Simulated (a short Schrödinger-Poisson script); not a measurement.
**Gated Al0.4Ga0.6N/GaN polarisation-induced gas**

Stack: gated Al0.4Ga0.6N/GaN polarisation-induced gas, at 300 K.

```
layer     material  thickness (nm)  Na (cm⁻³)
-----  -----------  --------------  ---------
1      Al0.4Ga0.6N              25          -
2              GaN            6000       2e14
```

Constants are typed, rounded textbook-type inputs, not results; the design itself was drawn at random and stands for no fabricated device. Al0.4Ga0.6N: permittivity 9.26, conduction-band edge (eV) 0.58, gap (eV) 4.258, electron mass (mₑ) 0.248, Nv at 300 K (cm⁻³) 4.6e19. GaN: permittivity 9.5, conduction-band edge (eV) 0, gap (eV) 3.43, Nv at 300 K (cm⁻³) 4.6e19.

Channel valleys (confinement mass, in-plane density-of-states mass, number): Γ 0.2, 0.2, 1. At the gate the conduction-band edge of layer 1 lies 1.36 eV − eVg above the Fermi level of the channel; the field vanishes at the back. Sheet of polarisation charge: +2e13 e/cm² at 25 nm from the gate. The barrier under the gate holds no holes. Gaps are held at their typed values at every temperature. Mesh 0.08 nm at interfaces.

Solved with a short Schrödinger-Poisson script written for these runs: 1D Poisson equation in equilibrium, electrons quantum, Hartree (BenDaniel-Duke, 40 states a valley, the channel's in-plane mass for all, wave functions free to enter the barrier), parabolic valleys, classical holes, full ionisation, no traps, pinning or gate leakage.

```tsv
Vg (V)	electrons (cm⁻²)	in the channel layer	C (μF/cm²)	Γ E0 (meV)	Γ E1 (meV)
0.5	1.83e13	1.66e13	0.319	-186.1	-12.9
-0.1	1.71e13	1.57e13	0.318	-174.8	-8.8
-0.7	1.59e13	1.47e13	0.317	-163.2	-4.8
-1.3	1.47e13	1.37e13	0.316	-151.4	-0.8
-1.9	1.35e13	1.27e13	0.316	-139.5	3.2
-2.5	1.24e13	1.17e13	0.315	-127.4	7.2
-3.1	1.12e13	1.07e13	0.314	-115.2	11.3
-3.7	1.00e13	9.59e12	0.313	-102.9	15.5
-4.3	8.83e12	8.51e12	0.312	-90.3	19.8
-4.9	7.66e12	7.43e12	0.311	-77.5	24.2
-5.5	6.50e12	6.33e12	0.310	-64.3	28.8
-6.1	5.34e12	5.23e12	0.308	-50.5	33.6
-6.7	4.19e12	4.12e12	0.306	-35.8	39.0
-7.3	3.05e12	3.01e12	0.302	-19.3	45.4
-7.9	1.93e12	1.91e12	0.296	1.0	54.0
-8.5	8.46e11	8.43e11	0.278	32.1	70.0
-9.1	9.12e9	9.12e9	0.0474	169.9	183.6
```

Gate voltages with under 1e6 electrons/cm² are left out.

Subbands count from the Fermi level.
